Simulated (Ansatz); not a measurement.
Consider this model of amorphous Si33N40.

```yaml
crystal:
  lattice:
    - [9.43830, 0.00000, 0.00000]
    - [0.00000, 9.43830, 0.00000]
    - [0.00000, 0.00000, 9.43830]
  atoms:
    - { symbol: Si, position: [0.41877, 0.32690, 0.56648] }
    - { symbol: Si, position: [0.12310, 0.24899, 0.50458] }
    - { symbol: Si, position: [0.83271, 0.74401, 0.38621] }
    - { symbol: Si, position: [0.06462, 0.58001, 0.23299] }
    - { symbol: Si, position: [0.33404, 0.24725, 0.29531] }
    - { symbol: Si, position: [0.53579, 0.10865, 0.87756] }
    - { symbol: Si, position: [0.02992, 0.16211, 0.80123] }
    - { symbol: Si, position: [0.80284, 0.81603, 0.10012] }
    - { symbol: Si, position: [0.47551, 0.02029, 0.19116] }
    - { symbol: Si, position: [0.20062, 0.72913, 0.57378] }
    - { symbol: Si, position: [0.44871, 0.77023, 0.02061] }
    - { symbol: Si, position: [0.46905, 0.80777, 0.49123] }
    - { symbol: Si, position: [0.76684, 0.33612, 0.86731] }
    - { symbol: Si, position: [0.17144, 0.44809, 0.72980] }
    - { symbol: Si, position: [0.35177, 0.47653, 0.07878] }
    - { symbol: Si, position: [0.99477, 0.52533, 0.46624] }
    - { symbol: Si, position: [0.11338, 0.90485, 0.99754] }
    - { symbol: Si, position: [0.91678, 0.29369, 0.26249] }
    - { symbol: Si, position: [0.27152, 0.78108, 0.24432] }
    - { symbol: Si, position: [0.76188, 0.13977, 0.64964] }
    - { symbol: Si, position: [0.70047, 0.48569, 0.59140] }
    - { symbol: Si, position: [0.31638, 0.89215, 0.76602] }
    - { symbol: Si, position: [0.60376, 0.27594, 0.13180] }
    - { symbol: Si, position: [0.25352, 0.17206, 0.02586] }
    - { symbol: Si, position: [0.08844, 0.04893, 0.27827] }
    - { symbol: Si, position: [0.06649, 0.40471, 0.95706] }
    - { symbol: Si, position: [0.75088, 0.04669, 0.31783] }
    - { symbol: Si, position: [0.63757, 0.61527, 0.90683] }
    - { symbol: Si, position: [0.81047, 0.89322, 0.80298] }
    - { symbol: Si, position: [0.48589, 0.06607, 0.52538] }
    - { symbol: Si, position: [0.03324, 0.95264, 0.56691] }
    - { symbol: Si, position: [0.82647, 0.50045, 0.12103] }
    - { symbol: Si, position: [0.46336, 0.57250, 0.65857] }
    - { symbol: N, position: [0.41520, 0.09333, 0.34529] }
    - { symbol: N, position: [0.15553, 0.87521, 0.67585] }
    - { symbol: N, position: [0.13968, 0.07286, 0.91943] }
    - { symbol: N, position: [0.23399, 0.60944, 0.16492] }
    - { symbol: N, position: [0.81728, 0.57832, 0.47977] }
    - { symbol: N, position: [0.97245, 0.81970, 0.46545] }
    - { symbol: N, position: [0.43655, 0.83913, 0.18755] }
    - { symbol: N, position: [0.91480, 0.11344, 0.25656] }
    - { symbol: N, position: [0.41809, 0.09082, 0.02936] }
    - { symbol: N, position: [0.75795, 0.32775, 0.68020] }
    - { symbol: N, position: [0.11198, 0.56883, 0.60037] }
    - { symbol: N, position: [0.74984, 0.36390, 0.21090] }
    - { symbol: N, position: [0.37544, 0.73435, 0.66431] }
    - { symbol: N, position: [0.88235, 0.66255, 0.19251] }
    - { symbol: N, position: [0.70203, 0.05866, 0.80663] }
    - { symbol: N, position: [0.63923, 0.10216, 0.18471] }
    - { symbol: N, position: [0.13403, 0.89373, 0.18508] }
    - { symbol: N, position: [0.75271, 0.86886, 0.27361] }
    - { symbol: N, position: [0.68934, 0.08604, 0.49073] }
    - { symbol: N, position: [0.53402, 0.46509, 0.51706] }
    - { symbol: N, position: [0.11555, 0.07360, 0.45787] }
    - { symbol: N, position: [0.35211, 0.43700, 0.70974] }
    - { symbol: N, position: [0.28877, 0.76719, 0.41991] }
    - { symbol: N, position: [0.98412, 0.34353, 0.42604] }
    - { symbol: N, position: [0.27615, 0.32952, 0.44487] }
    - { symbol: N, position: [0.28507, 0.82427, 0.93562] }
    - { symbol: N, position: [0.11682, 0.27562, 0.68520] }
    - { symbol: N, position: [0.93036, 0.05628, 0.68528] }
    - { symbol: N, position: [0.62916, 0.59207, 0.73039] }
    - { symbol: N, position: [0.24289, 0.35280, 0.98671] }
    - { symbol: N, position: [0.93708, 0.27562, 0.91089] }
    - { symbol: N, position: [0.42812, 0.03503, 0.74751] }
    - { symbol: N, position: [0.44285, 0.35698, 0.18917] }
    - { symbol: N, position: [0.46895, 0.58876, 0.99083] }
    - { symbol: N, position: [0.64808, 0.78451, 0.98755] }
    - { symbol: N, position: [0.61045, 0.27506, 0.94450] }
    - { symbol: N, position: [0.18946, 0.18137, 0.19859] }
    - { symbol: N, position: [0.77844, 0.50864, 0.94929] }
    - { symbol: N, position: [0.92644, 0.87791, 0.97645] }
    - { symbol: N, position: [0.00082, 0.42673, 0.13843] }
```

Methods: PBE, scalar-relativistic without spin-orbit coupling (Ansatz, a quantum-chemistry and plane-wave program); r2SCAN, scalar-relativistic without spin-orbit coupling (Ansatz); HSE06, scalar-relativistic without spin-orbit coupling (Ansatz). Neutral PBE cell, which sets geometry, pressure and energy: sampling: a 2×2×2 Γ-centred mesh; Fermi-Dirac width 0.02 eV; no spin polarisation. The usual formal charges leave 12 electrons over, so the level spacing at the Fermi energy parts defect or band states and needn't be the band gap. Exact exchange is cut at the faces of this 9 Å cell, which leaves hybrid gaps a finite-size error.

A CHGNet melt-quench gave the starting glass, which DFT then relaxed. N atoms were pushed apart under 1.9 Å during the dynamics, to hinder bonds among them. The hot cell started wider than the set density and was brought back towards it in steps. It is the lowest in DFT energy of 2 quenches. It is a model cell: composition and starting density were chosen by hand, and all elements were melted together. No dispersion term was used. Its density started from a set value of 2.94 and ended at 2.94 g/cm³. Cooling (nominally 450 K/ps over its main leg) ran many orders faster than in experiment, which tends to leave more defects and strain. A cell of this size samples the disorder only roughly. The volume was held where the preparation left it. Cycles of charging lowered its energy after that relaxation.

Task: Give the pressure, the energy against reference phases and the spacing of the highest filled and lowest empty levels.

Result: 
```json
{
 "Pressure on a 2×2×2 Γ-centred mesh": "7.8 kbar",
 "Largest force and stress component on that mesh (the relaxation ran on the zone centre alone)": "0.24 eV/Å and 1.7 GPa",
 "Energy relative to beta Si3N4 + silicon (lowest mix at this level among the phases computed, not always the ambient ones)": "0.367 eV/atom",
 "Level spacing at the Fermi energy on a 2×2×2 Γ-centred mesh (PBE)": "0.79 eV",
 "Level spacing at the Fermi energy at the zone centre (PBE)": "1.01 eV",
 "Level spacing at the Fermi energy at the zone centre (r2SCAN)": "1.25 eV",
 "Level spacing at the Fermi energy at the zone centre (HSE06)": "1.83 eV",
 "Distance between the nearest levels spread over more than a fifth of the atoms or a third of the atoms of their main element (six at least) (PBE, zone centre)": "2.28 eV"
}
```

Task: At PBE and the zone centre, how localised are the states just below and above the Fermi level (participation number: the atoms over which a state spreads)?

Result: The highest filled state is spread over 7.3 atoms' worth, largest on Si12, with weights by element (charge in smoothed Voronoi cells) Si 0.61, N 0.39. The lowest empty state is spread over 22.8 atoms' worth, largest on Si11, with weights by element (charge in smoothed Voronoi cells) Si 0.58, N 0.42.

At PBE the levels at the filled edge of the gap are localised (band-tail or defect states), and the nearest spread-out levels lie 2.3 eV apart at the zone centre.

Cut-offs for bonds: Si-Si 2.60 Å, Si-N 2.30 Å, N-N 1.70 Å. Two cations that share two anions don't count as bonded, nor two that share one unless they lie closer than Si-Si 2.38 Å.

Added carriers, by PBE, scalar-relativistic without spin-orbit coupling (Ansatz) on the zone centre alone. Charged cells keep the cell fixed and stand in a uniform background, with no image correction, at a width of 0.01 eV; where the count is odd the moment is locked at 1 μB, unless the neutral cell bore moments. Each starts from the undistorted neutral geometry alone. PBE's self-interaction favours spread-out carriers, so it can miss traps that a hybrid finds.

Task: What happens at PBE when the cell takes an extra electron and the atoms relax?

Result: Relaxation lowers the charged cell by 0.57 eV. The largest moves are Si29 0.32 Å, N68 0.32 Å, Si11 0.31 Å, N59 0.27 Å. The level that holds the added charge spreads over 12.1 atoms' worth, most on Si12 (weight 0.18): a partly localised carrier. Bonds broken: Si11-N68, Si29-N61. Bonds formed: Si29-N68. Made neutral again at that geometry, the cell lies +0.62 eV from the neutral start (a closed shell was imposed there, with levels 0.13 eV apart, so this is an upper bound).

Task: What happens at PBE when the cell takes a hole and the atoms relax?

Result: Relaxation lowers the charged cell by 0.50 eV. The largest moves are Si10 0.52 Å, N46 0.30 Å, Si12 0.23 Å, N39 0.19 Å. The level that was emptied spreads over 6.5 atoms' worth, most on Si12 (weight 0.35): a partly localised carrier. Bonds broken: Si10-N46, Si29-N61. Bonds formed: Si10-N39. Made neutral again at that geometry, the cell lies +0.51 eV from the neutral start (a closed shell was imposed there, with levels 0.13 eV apart, so this is an upper bound).

Ahead of the cycles of charging, a PBE run started with 1 μB on atoms that lack a bond or may hold spare charge lost its moments; other starts weren't tried.
